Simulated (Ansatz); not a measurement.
**Effect of pressure 3 GPa on Ru**

Start from Ru in the hcp (Mg type) structure (space group P6_3/mmc, No. 194; a = 2.692 Å, c = 4.246 Å).

Perturbation: a hydrostatic pressure of 3 GPa.

Level of theory: Kohn–Sham DFT with the PBEsol functional, run in Ansatz (an electronic-structure program) with PAW and 420 eV plane waves, no SOC, earlier PAW set. Settings: 20×20×11 k-points, 0.05 eV Fermi–Dirac smearing.

```csv
quantity,base,changed,shift
volume per atom,13.32 Å³,13.21 Å³,-0.11 Å³
density,12.60 g/cm³,12.70 g/cm³,+0.107 g/cm³
lattice parameter a,2.692 Å,2.684 Å,-0.008 Å
c/a ratio,1.577,1.578,+0.001
enthalpy H = E + PV relative to the base's energy,–,+0.25 eV/atom,–
band gap,zero,zero,–
```

Load acts through the strain it causes; cell and atoms are relaxed under it. Whether these cells are dynamically stable was not tested. The final runs are not spin-polarised.
